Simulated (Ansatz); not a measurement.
**PBE against PBEsol: hypothetical cubic perovskite KMnBr3, uniaxial strain ε_yy = −1.45 %**

Consider KMnBr₃ in the cubic perovskite structure (space group Pm-3m, No. 221; a = 5.364 Å; ferromagnetic; a hypothetical phase, not in the database extracts checked). Axes: x, y, z lie along the cube axes.

(Cell as relaxed with PBE.)

Levels (all Ansatz, a first-principles code, PAW): PBE (420 eV, without spin-orbit coupling); PBEsol (420 eV, scalar-relativistic without spin-orbit coupling).

Each level relaxes its own structure.

```tsv
base	PBE	PBEsol
volume per atom	30.87 Å³	29.02 Å³
lattice parameter a	5.364 Å	5.255 Å
band gap	0.88 eV	0.60 eV
largest site moment	4.44 μB	4.37 μB
```

It is then changed as follows: uniaxial strain ε_yy = −1.45 %, all other strain components held at zero; the atoms relax in the strained cell.

```json
[
 {"quantity": "band gap", "PBE": "0.83 eV", "PBEsol": "(withheld)"},
 {"quantity": "shift of the gap caused by the change", "PBE": "-0.05 eV", "PBEsol": "(withheld)"},
 {"quantity": "stress (xx, yy, zz, yz, xz, xy; compression positive)", "PBE": "(0.3, 0.7, 0.3, 0.0, 0.0, 0.0) GPa", "PBEsol": "(withheld)"}
]
```

### Question
Predict the PBEsol column.

### Answer

- band gap, PBEsol: 0.45 eV
- shift of the gap caused by the change, PBEsol: -0.15 eV
- stress (xx, yy, zz, yz, xz, xy; compression positive), PBEsol: (0.3, 0.9, 0.3, 0.0, 0.0, 0.0) GPa

PBE's band gap lies 0.38 eV above PBEsol's; PBE's shift of the gap caused by the change lies 0.091 eV above PBEsol's. Neither level is exact; PBEsol is the comparison here, not a measurement.

Whether these cells are dynamically stable was not tested. No Hubbard U is applied and the magnetic state is the run's own (KMnBr3 ferromagnetic); small cells can't hold the antiferromagnetic order that many such compounds have, so gaps and moments can be off. A gap here joins edges of opposite spin (a spin-flip gap). Many cubic perovskites are stable only at high temperature; tilts and polar distortions were not tested.
